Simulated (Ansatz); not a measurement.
Results of r²SCAN+SOC (PAW; Ansatz, a quantum-chemistry and plane-wave program) for SiGe (model structure, I-4m2, No. 119, 10 atoms in the cell).

Numerical settings: plane-wave cutoff 560 eV, 10×10×10 k mesh, Fermi–Dirac smearing 0.01 eV, PAW data made under PBE.

Cell (relaxed with PBEsol):

```cif
data_Ge10Si10
_chemical_formula_sum 'Si10 Ge10'
_space_group_name_H-M_alt 'I-4m2'
_space_group_IT_number 119
_space_group_name_Hall 'I -4 -2'
_cell_length_a 3.92145
_cell_length_b 3.92145
_cell_length_c 27.74969
_cell_angle_alpha 90.000
_cell_angle_beta 90.000
_cell_angle_gamma 90.000
loop_
_atom_site_label
_atom_site_type_symbol
_atom_site_symmetry_multiplicity
_atom_site_Wyckoff_symbol
_atom_site_fract_x
_atom_site_fract_y
_atom_site_fract_z
_atom_site_occupancy
Si1 Si 4 e 0.00000 0.00000 0.09614 1
Si2 Si 4 f 0.50000 0.00000 0.04818 1
Si3 Si 2 b 0.00000 0.00000 0.50000 1
Ge1 Ge 4 f 0.00000 0.50000 0.14601 1
Ge2 Ge 4 e 0.00000 0.00000 0.30190 1
Ge3 Ge 2 d 0.50000 0.00000 0.25000 1
```
(The calculation used a cell of 10 atoms; values per cell refer to that cell.)

Task: Predict the band gap.

Result: 
band gap: 0.44 eV (on the SCF k mesh)

Note: the relaxation could raise the start's symmetry but not lower it, so the cell can be a saddle point; cell and atoms aren't relaxed at this level (largest force component 0.04 eV/Å, pressure 0.3 GPa).

A model structure was made by putting elements into a prototype or built by hand; it is no filed structure, need not be a known phase, and can be a saddle point held by its symmetry.
